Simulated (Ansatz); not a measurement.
# Ti: energy against strain

Ti (hcp, P6_3/mmc, 16.745 Å³/atom at rest, c along z) under a strain ε along a direction in the basal plane (axis x), the other axes held. PBEsol in Ansatz, a plane-wave DFT program (PAW, default set), 420 eV, 23×23×13 Γ-centred mesh, Fermi-Dirac smearing 0.10 eV; ions are relaxed within the symmetry of each cell.

Here s stands for strain and y for E less E0.

| strain (%) | E less E0 (meV/atom) |
|---|---|
| -1.50 | 1.91 |
| -1.00 | 0.78 |
| -0.50 | 0.15 |
| 0.00 | 0.00 |
| 0.50 | 0.31 |
| 1.00 | 1.08 |
| 1.50 | 2.28 |
| 3.00 | ? |

The 7 complete rows are fitted with a parabola, y against s. Least squares gives y = -0.002 + 0.1336·s + 0.9319·s². Residuals (row less fit): 0.016, -0.016, -0.014, 0.002, 0.012, 0.017, -0.015; standard error 0.018 (degrees of freedom: 4). Twice the quadratic coefficient over the volume, 2 × 0.9319 meV × 10⁴ × 0.1602 / 16.745 Å³, is the elastic constant C11 = 178 ± 1.5 GPa.

Question: What does the fit predict for y at s = 3.00, and how far is the calculated value from it?

Answer: y = -0.002 + 0.1336 × 3.0 + 0.9319 × 3.0² = 8.786 meV/atom. The calculation gives 8.30 meV/atom, 0.486 meV/atom below the prediction (5.9 % of the range of y in the table). The row lies outside the fitted rows, so this is an extrapolation. From the scatter of the fitted rows alone, a prediction at this place has a standard error of 0.071 meV/atom, so the miss is 6.8 times that.

One order more, fitted to all 13 runs of the series, follows each within 0.01, so the miss is the next term of a smooth law. In a metal these values are sensitive to mesh and smearing; energies are taken to zero smearing, stresses follow the free energy. Rows are the converged runs of the series near zero and its far end; series whose fitted rows scatter by over a few per cent of the range, as at a crossing or softening among them, aren't shown in this form. Most that stay on the fit to the last digits aren't either.
